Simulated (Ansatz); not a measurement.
**A computed series for PbTe: pressure series**

The reference is PbTe in the rock salt structure (space group Fm-3m, No. 225; a = 6.569 Å).

Cell and atoms are relaxed at each pressure.

Calculations: Ansatz (an electronic-structure program), PBE, PAW, cutoff 420 eV, scalar-relativistic without spin-orbit coupling.

| pressure (GPa) | volume per atom (Å³/atom) |
|---|---|
| -2 | 37.600 |
| -1 | 36.433 |
| 0 | 35.433 |
| 3 | 33.147 |
| 7 | 30.986 |
| 15 | 28.121 |
| 50 | ? |
| 75 | 20.258 |
| 100 | 18.820 |

Problem. Fit the third-order Birch–Murnaghan form P(V) = (3B₀/2)[(V₀/V)^(7/3) − (V₀/V)^(5/3)]·[1 + (3/4)(B₀′ − 4)((V₀/V)^(2/3) − 1)] (squares taken in P) to the rows shown and predict the withheld row.

Solution. Least squares on the printed values gives V₀ = 35.438 Å³/atom, B₀ = 39.2 GPa, B₀′ = 4.3; this predicts 22.312 Å³/atom, and the run gives 22.317 Å³/atom, 0.005 higher.

Measured bulk modulus of PbTe: 39.8 GPa (room temperature; as listed in Kerstin Hummer, Andreas Grüneis, Georg Kresse, Physical Review B (2007)); the computed value is for a static lattice, so the two differ by thermal effects too.

A case with no gap was solved on a k-mesh chosen for an insulator, which is coarse for it. Load acts through the strain it causes; cell and atoms are relaxed under it. No phonon test of stability was made. Competing high-pressure phases were not computed. All final runs are without spin polarisation.
